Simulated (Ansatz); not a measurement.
Consider BN in the zinc blende structure (space group F-43m, No. 216; a = 3.610 Å).

Level of theory: plane-wave PAW DFT at the r2SCAN level (Ansatz, an electronic-structure program, 500 eV), no spin-orbit coupling.

Base values:

| Property | Value |
|---|---|
| Electron mass | 0.87 mₑ along k, 0.29 mₑ across (at X) |
| Band gap | 5.00 eV |

Now apply this change: an isotropic linear strain of −1.26 %, atoms relaxed at fixed cell.

Q: What does the calculation give for the electron mass after the change?

A: The electron mass goes from 0.87 mₑ along k, 0.29 mₑ across (at X) to 0.86 mₑ along k, 0.29 mₑ across (at X).

Q: Predict the new band gap.

A: The band gap rises by 0.05 eV, from 5.00 eV to 5.05 eV.

Masses are band curvatures over ±0.01 Å⁻¹ around the edge. Along k means along the line from Γ to the band edge. Whether these cells are dynamically stable was not tested.
